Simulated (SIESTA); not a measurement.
A working SIESTA input for Sc2Cu2O5 (Pm, 9 atoms in the cell) (DFT, GGA PBEsol, numerical atomic orbitals DZP, PseudoDojo PBEsol standard norm-conserving potentials (rewritten from UPF to PSML)):

```
# files in the folder: Sc.psml Cu.psml O.psml (PseudoDojo PBEsol standard)
SystemName  Sc2Cu2O5
SystemLabel siesta

NumberOfAtoms                9
NumberOfSpecies              3
%block ChemicalSpeciesLabel
  1 21 Sc
  2 29 Cu
  3 8 O
%endblock ChemicalSpeciesLabel
LatticeConstant              1.0 Ang
%block LatticeVectors
     5.679240000    0.000000000    0.000000000
     0.000000000    3.420040000    0.000000000
    -1.721710000    0.000000000    5.652484000
%endblock LatticeVectors
AtomicCoordinatesFormat      Fractional
%block AtomicCoordinatesAndAtomicSpecies
     0.510280000    0.500000000    0.532270000  1
     0.995160000    0.000000000    0.480140000  1
     0.993770000    0.500000000    0.993250000  2
     0.515870000    0.000000000    0.996600000  2
     0.371160000    0.000000000    0.668700000  3
     0.906160000    0.500000000    0.664720000  3
     0.607600000    0.000000000    0.333110000  3
     0.124400000    0.500000000    0.318930000  3
     0.624850000    0.500000000    0.960080000  3
%endblock AtomicCoordinatesAndAtomicSpecies

XC.functional                GGA
XC.authors                   PBEsol
PAO.BasisSize                DZP
PAO.EnergyShift              0.005 Ry
MeshCutoff                   300 Ry
%block kgrid.MonkhorstPack
    5   0   0  0.5
    0   7   0  0.5
    0   0   4  0.5
%endblock kgrid.MonkhorstPack
OccupationFunction           FD
ElectronicTemperature        100.0 meV

MaxSCFIterations             150
SCF.Mixer.Method             Pulay
SCF.Mixer.Weight             0.1
SCF.Mixer.History            8
SCF.DM.Tolerance             1.0E-05
Diag.ParallelOverK           true
WriteForces                  true
Charge.Mulliken              end
```

The run converged in 25 iterations: free energy E − TS -15188.5698 eV; top of the valence band (on the code's own zero) -5.75 eV; gap on the k-point mesh 0.12 eV; pressure -5.30 GPa; largest force (vector length) 0.299 eV/Å. Each of these slips is then made, one at a time:

(1)
```diff
-# files in the folder: Sc.psml Cu.psml O.psml (PseudoDojo PBEsol standard)
+# files in the folder: Sc.psml O.psml (PseudoDojo PBEsol standard)
```

(2)
```diff
-ElectronicTemperature        100.0 meV
+ElectronicTemperature        1000.0 meV
```

Problem. How does each altered input end?

Solution. 
(1) A potential or basis that cannot be found. The program stopped before any SCF iteration.

(2) A smearing width that is far too large. The run converged in 23 iterations without an error; against the sound input the free energy falls by 524 meV/atom, the pressure goes from -5.30 to 2.86 GPa and the largest force goes from 0.299 to 1.106 eV/Å.

The starting cell comes from a database of computed structures (which also holds hypothetical and non-ambient phases and stackings), without a prior relaxation at this level. Spin polarisation is off, so a magnetic state, if there is one, cannot be reached. Values carry the incompleteness of an atom-centred basis. In the base run, with a pressure of about -5 GPa the cell is away from its equilibrium volume at this level. The shifted mesh does not hold Γ, so a gap read on it misses any band edge there.

Left out of this page: 3 runs of the series outside the window shown, repeating another row's setting, or not comparable.
